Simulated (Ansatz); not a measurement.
**Effort and miss along a sweep of kpoints.mp_grid.grid: GeBr2 (P4_2/mnm, 6 atoms in the cell)**

```yaml
crystal:
  lattice:
    - [6.81745, 0.00000, 0.00000]
    - [0.00000, 6.81745, 0.00000]
    - [0.00000, 0.00000, 4.17355]
  atoms:
    - { symbol: Ge, position: [0.00000, 0.00000, 0.00000] }
    - { symbol: Ge, position: [0.50000, 0.50000, 0.50000] }
    - { symbol: Br, position: [0.29761, 0.29761, 0.00000] }
    - { symbol: Br, position: [0.70239, 0.70239, 0.00000] }
    - { symbol: Br, position: [0.20239, 0.79761, 0.50000] }
    - { symbol: Br, position: [0.79761, 0.20239, 0.50000] }
```

Level of theory: HSE06, default PAW files made with PBE (plane waves; Ansatz, a quantum-chemistry and plane-wave program).

Base settings: basis.ecutwfc = 420 eV; kpoints.mp_grid.grid = 2 2 3; hamiltonian.xc = hse06; hamiltonian.pseudopotentials = {kind: paw} (the program's default PAW files); scf.occupations.method = fermi_dirac; scf.occupations.width = 0.01 eV.

Misses are taken against the tightest run, 3 3 5, which need not be fully converged itself. The energy is the free energy per atom.

Core times come from one kind of shared machine and are given to one figure; runs under 30 s give none.

The starting cell comes from a database of computed structures (which also holds hypothetical and non-ambient phases and stackings), without a prior relaxation at this level. Its lattice was rescaled by a random factor within 2.5 % of one. Ansatz's pressure includes its estimate of the finite-basis (Pulay) stress.

The runs (kpoints.mp_grid.grid): 1 1 2 | 2 2 2 | 2 2 3 | 3 3 5.

**Question.** Which is the coarsest setting among those run that, with all tighter ones, holds the energy within 20 meV/atom of the reference, and what does it save?

**Answer.** 2 2 3, off by 6.7 meV/atom; it needs about 0.4 of the reference's time.

| kpoints.mp_grid.grid | energy less reference (meV/atom) | pressure less reference (GPa) | largest difference in the force on any atom (eV/Å) | core time / reference (rough) |
|---|---|---|---|---|
| 1 1 2 | -25.78 | -0.55 | 0.441 | – |
| 2 2 2 | 25.31 | 0.20 | 0.135 | 0.5 |
| 2 2 3 | 6.74 | 0.06 | 0.038 | 0.4 |
| 3 3 5 | 0.00 | 0.00 | 0.000 | 1 |

The last two settings still differ by 6.7 meV/atom, so the table cannot show that the reference is converged.

Keys are those of Ansatz 0.2.
